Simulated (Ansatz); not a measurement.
Structures of equal composition on the (111)B surface of zinc-blende BN (N plane on top): 2x2 Mg adatom at H3; 2x2 Mg adatom at T4. The slabs share one bottom face, and each structure is named by its start. These are constructed structures in small cells; real faces may alloy, dewet or reconstruct in larger ones, and not all known structures of the face are among them. Slabs of about 11 Å with all that they carry, Fermi-Dirac smearing of 0.025 eV. Bottom of the slabs: H caps. Relaxed from the named starts with such symmetry as they have, on meshes of like density; energies extrapolated to zero smearing; no spin-orbit coupling, no U. Spin-polarised runs, if any, are marked in brackets, and their order is one that fits the cell; the others ran without spin. Where a second, spin-polarised start was run, the lower counts.

The numbers are results of PBE (plane waves to 420 eV, PAW; Ansatz, a first-principles code), not measurements.

Order them by energy per 1x1 cell (lowest first) at the level PBE.

2x2 Mg adatom at H3 (0.000 eV [spin, 1.0 μB a cell], a narrow gap of 0.14 eV by band count), 2x2 Mg adatom at T4 (0.062 eV [spin, 1.0 μB a cell], a narrow gap of 0.18 eV by band count)
